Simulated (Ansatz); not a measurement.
**Cs2CaBr4 (space group I4/mmm, No. 139; a cell from a computed database, its experimental status unchecked)**

```
Cs2CaBr4
1.0
   -2.80474     2.80474     8.88476
    2.80474    -2.80474     8.88476
    2.80474     2.80474    -8.88476
Cs Ca Br
2 1 4
Cartesian
  0.00000   0.00000   6.37522
  0.00000   0.00000  11.39430
  0.00000   0.00000   0.00000
  0.00000   0.00000   2.84716
  0.00000   0.00000  14.92236
  0.00000   2.80474   0.00000
  2.80474   0.00000   0.00000
```

The values are results of plane-wave PAW DFT at the PBEsol level (Ansatz, a program for electronic structure, 420 eV), no SOC, not measurements. Settings: 8×8×8 k-points, 0.05 eV Fermi–Dirac smearing.

Volume per atom: 39.94 Å³
Density: 3.72 g/cm³
Band gap: 4.36 eV, indirect, X → Γ
Electron mass: 0.37 mₑ along c, 0.35 mₑ across
Lowest conduction-band minima above the VBM: Γ 4.36 eV; X (0, 0, 1/2) 5.70 eV
Total energy: -3417.824 eV/atom (σ→0; compares only within this code and set-up)

Masses are band curvatures over ±0.01 Å⁻¹ around the edge. No phonon test of stability was made.
